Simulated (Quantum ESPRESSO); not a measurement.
A self-consistent single point of RbFeCl3 (Pm-3m, 5 atoms in the cell) with Quantum ESPRESSO.

Computed with PBEsol, PseudoDojo standard norm-conserving (PBESOL) pseudopotentials (plane waves; Quantum ESPRESSO).

```
CELL_PARAMETERS angstrom
      4.93012     0.00000     0.00000
      0.00000     4.93012     0.00000
      0.00000     0.00000     4.93012
ATOMIC_POSITIONS crystal
  Rb 0.50000 0.50000 0.50000
  Fe 0.00000 0.00000 0.00000
  Cl 0.50000 0.00000 0.00000
  Cl 0.00000 0.50000 0.00000
  Cl 0.00000 0.00000 0.50000
```
Moments meant for the start (each program seeds them in its own way; μB, in the order of the atoms Rb Fe Cl Cl Cl): 0.0 4.0 0.0 0.0 0.0.

Reference input (self-consistent single point, DFT, PBEsol, plane waves, PseudoDojo standard norm-conserving (PBESOL) pseudopotentials): ecutwfc = 90 Ry; occupations = smearing; smearing = cold; degauss = 0.0147 Ry; nspin = 2; potentials = {Rb: Rb.upf, Fe: Fe.upf, Cl: Cl.upf}; K_POINTS = automatic 4 4 4 0 0 0; conv_thr = 1e-10 Ry; mixing_beta = 0.5. This run's input differs from it in these lines:

```diff
@@ -21,3 +21,3 @@
 &electrons
-   conv_thr = 1.0d-10
+   conv_thr = 1.0d-5
    mixing_beta = 0.5
```

The program printed (abridged):

```
     Self-consistent Calculation

     iteration #  1     ecut=    90.00 Ry     beta= 0.50

---- Real-time Memory Report at c_bands before calling an iterative solver
           211 MiB given to the printing process from OS
           188 MiB allocation reported by mallinfo(arena+hblkhd)
------------------

     Threshold (ethr) on eigenvalues was too large:
     Diagonalizing with lowered threshold

---- Real-time Memory Report at c_bands before calling an iterative solver
           235 MiB given to the printing process from OS
           197 MiB allocation reported by mallinfo(arena+hblkhd)
------------------

   [... lines left out ...]

     iteration #  6     ecut=    90.00 Ry     beta= 0.50

---- Real-time Memory Report at c_bands before calling an iterative solver
           291 MiB given to the printing process from OS
           268 MiB allocation reported by mallinfo(arena+hblkhd)
------------------

     Magnetic moment per site  (integrated on atomic sphere of radius R)
     atom   1 (R=0.292)  charge=  7.7939  magn=  0.0009
     atom   2 (R=0.206)  charge= 14.0634  magn=  3.4906
     atom   3 (R=0.206)  charge=  5.4108  magn=  0.0989
     atom   4 (R=0.206)  charge=  5.4108  magn=  0.0989
     atom   5 (R=0.206)  charge=  5.4108  magn=  0.0989
     End of self-consistent calculation

     the Fermi energy is     5.9783 ev

!    total energy              =    -403.11336848 Ry
     estimated scf accuracy    <       0.00000870 Ry
     smearing contrib. (-TS)   =      -0.00273857 Ry
     internal energy E=F+TS    =    -403.11062991 Ry

     total magnetization       =     4.00 Bohr mag/cell
     absolute magnetization    =     4.01 Bohr mag/cell

     convergence has been achieved in   6 iterations

     Forces acting on atoms (cartesian axes, Ry/au):

     atom    1 type  1   force =     0.00000000    0.00000000    0.00000000
   [... zero for the other atoms too ...]

     Total force =     0.000000     Total SCF correction =     0.000000

          total   stress  (Ry/bohr**3)                   (kbar)     P=      -15.53
  -0.00010559   0.00000000   0.00000000          -15.53        0.00        0.00
   0.00000000  -0.00010559   0.00000000            0.00      -15.53        0.00
   0.00000000   0.00000000  -0.00010559            0.00        0.00      -15.53

   JOB DONE.
```

The run converged in 6 iterations. Against the reference run the free energy hardly moves (within 1 meV/atom), the pressure goes from -1.32 to -1.55 GPa and the size of the net moment stays at 0.80 μB/atom.

The starting cell comes from a database of computed structures (which also holds hypothetical and non-ambient phases and stackings), without a prior relaxation at this level. With one magnetic atom in the cell only a parallel order is possible.

Cost on one core of a shared machine: roughly 2 min.
